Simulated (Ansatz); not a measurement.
Partial pair distribution functions of a relaxed model of amorphous silicon oxynitride (Si₂₄O₃₆N₈), broadened by 0.06 Å; density 2.46 g/cm³. Calculation: PBE, scalar-relativistic without spin-orbit coupling (plane waves to 420 eV, PAW; Ansatz, a quantum-chemistry and plane-wave program).

Preparation: random packing, a CHGNet melt and quench, and a DFT relaxation. O and N atoms were pushed apart under 1.9 Å during the dynamics, to hinder bonds among them. The hot cell started wider than the set density and was brought back towards it in steps. It is the lowest in DFT energy of 2 quenches. It is a model cell: composition and starting density were chosen by hand, and all elements were melted together. No dispersion term was used. Its density started from a set value of 2.36 and ended at 2.46 g/cm³. The quench (nominally 300 K/ps over its main leg) was far faster than any real one, so the model tends to hold more defects than a real film. One small periodic cell is one sample of the glass; other quenches scatter about these values. Volume and shape were free in the relaxation.

```json
[
 {"r (Å)": "1.40", "g Si-O": "0.02", "g Si-N": "0.00", "g Si-Si": "0.00", "g O-O": "0.00"},
 {"r (Å)": "1.50", "g Si-O": "1.65", "g Si-N": "0.16", "g Si-Si": "0.00", "g O-O": "0.00"},
 {"r (Å)": "1.60", "g Si-O": "12.18", "g Si-N": "2.99", "g Si-Si": "0.00", "g O-O": "0.00"},
 {"r (Å)": "1.70", "g Si-O": "8.22", "g Si-N": "12.90", "g Si-Si": "0.00", "g O-O": "0.00"},
 {"r (Å)": "1.80", "g Si-O": "0.92", "g Si-N": "11.19", "g Si-Si": "0.00", "g O-O": "0.00"},
 {"r (Å)": "1.90", "g Si-O": "0.05", "g Si-N": "1.65", "g Si-Si": "0.00", "g O-O": "0.00"},
 {"r (Å)": "2.00", "g Si-O": "0.00", "g Si-N": "0.05", "g Si-Si": "0.00", "g O-O": "0.00"},
 {"r (Å)": "2.10", "g Si-O": "0.00", "g Si-N": "0.00", "g Si-Si": "0.00", "g O-O": "0.00"},
 {"r (Å)": "2.20", "g Si-O": "0.00", "g Si-N": "0.00", "g Si-Si": "0.01", "g O-O": "0.02"},
 {"r (Å)": "2.30", "g Si-O": "0.07", "g Si-N": "0.00", "g Si-Si": "0.19", "g O-O": "0.14"},
 {"r (Å)": "2.40", "g Si-O": "0.07", "g Si-N": "0.00", "g Si-Si": "0.56", "g O-O": "0.19"},
 {"r (Å)": "2.50", "g Si-O": "0.00", "g Si-N": "0.00", "g Si-Si": "0.37", "g O-O": "1.64"},
 {"r (Å)": "2.60", "g Si-O": "0.00", "g Si-N": "0.00", "g Si-Si": "0.15", "g O-O": "4.93"},
 {"r (Å)": "2.70", "g Si-O": "0.00", "g Si-N": "0.00", "g Si-Si": "0.23", "g O-O": "4.62"},
 {"r (Å)": "2.80", "g Si-O": "0.06", "g Si-N": "0.00", "g Si-Si": "1.36", "g O-O": "1.62"},
 {"r (Å)": "2.90", "g Si-O": "0.29", "g Si-N": "0.00", "g Si-Si": "2.49", "g O-O": "0.67"},
 {"r (Å)": "3.00", "g Si-O": "0.28", "g Si-N": "0.06", "g Si-Si": "3.55", "g O-O": "0.61"},
 {"r (Å)": "3.10", "g Si-O": "0.37", "g Si-N": "0.63", "g Si-Si": "3.05", "g O-O": "0.63"},
 {"r (Å)": "3.20", "g Si-O": "0.67", "g Si-N": "0.60", "g Si-Si": "2.70", "g O-O": "0.75"},
 {"r (Å)": "3.30", "g Si-O": "0.81", "g Si-N": "0.56", "g Si-Si": "0.98", "g O-O": "0.54"},
 {"r (Å)": "3.40", "g Si-O": "1.03", "g Si-N": "0.67", "g Si-Si": "0.33", "g O-O": "0.34"},
 {"r (Å)": "3.50", "g Si-O": "1.30", "g Si-N": "0.86", "g Si-Si": "0.08", "g O-O": "0.75"},
 {"r (Å)": "3.60", "g Si-O": "1.30", "g Si-N": "0.80", "g Si-Si": "0.12", "g O-O": "0.93"},
 {"r (Å)": "3.70", "g Si-O": "1.34", "g Si-N": "2.04", "g Si-Si": "0.07", "g O-O": "0.41"},
 {"r (Å)": "3.80", "g Si-O": "1.26", "g Si-N": "1.69", "g Si-Si": "0.24", "g O-O": "0.44"},
 {"r (Å)": "3.90", "g Si-O": "1.09", "g Si-N": "1.27", "g Si-Si": "0.43", "g O-O": "0.55"},
 {"r (Å)": "4.00", "g Si-O": "1.57", "g Si-N": "1.64", "g Si-Si": "0.55", "g O-O": "0.64"},
 {"r (Å)": "4.10", "g Si-O": "2.14", "g Si-N": "1.91", "g Si-Si": "0.79", "g O-O": "0.69"},
 {"r (Å)": "4.20", "g Si-O": "2.09", "g Si-N": "1.60", "g Si-Si": "0.70", "g O-O": "0.72"},
 {"r (Å)": "4.30", "g Si-O": "1.53", "g Si-N": "2.45", "g Si-Si": "0.74", "g O-O": "0.89"},
 {"r (Å)": "4.40", "g Si-O": "1.06", "g Si-N": "1.69", "g Si-Si": "1.06", "g O-O": "0.93"},
 {"r (Å)": "4.50", "g Si-O": "0.80", "g Si-N": "0.88", "g Si-Si": "1.01", "g O-O": "1.01"},
 {"r (Å)": "4.60", "g Si-O": "0.80", "g Si-N": "0.73", "g Si-Si": "1.17", "g O-O": "1.36"},
 {"r (Å)": "4.70", "g Si-O": "0.67", "g Si-N": "0.40", "g Si-Si": "1.64", "g O-O": "1.26"}
]
```

Within 1.94 Å each Si has 3.04 O neighbours on average.
